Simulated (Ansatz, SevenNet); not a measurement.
How the bulk modulus of L1₂ (Cu3Au-type) Ni₃Fe moves with the method

No measured value is used here.

| level (code) | value (GPa) | cell (Å³/atom) |
|---|---|---|
| SevenNet-l3i5 (SevenNet) | 196 | 11.07 |
| LDA (Ansatz) | [?] | 10.24 |
| PBE (Ansatz) | 195 | 11.13 |
| r²SCAN (Ansatz) | 211 | 10.85 |

Problem. What belongs in the gaps?

Solution. 
- LDA (Ansatz, a quantum-chemistry and plane-wave program), value (GPa): 250

Spin-polarised runs: LDA (parallel moments), PBE (parallel moments), r²SCAN (parallel moments). Each level is taken at its own relaxed cell. Cutoffs differ between the levels. Ansatz's density-functional and Hartree–Fock values are scalar-relativistic unless marked +SOC, with PAW data made under PBE.

Machine-learned potentials (SevenNet-l3i5) are trained on DFT data, which may include these solids.
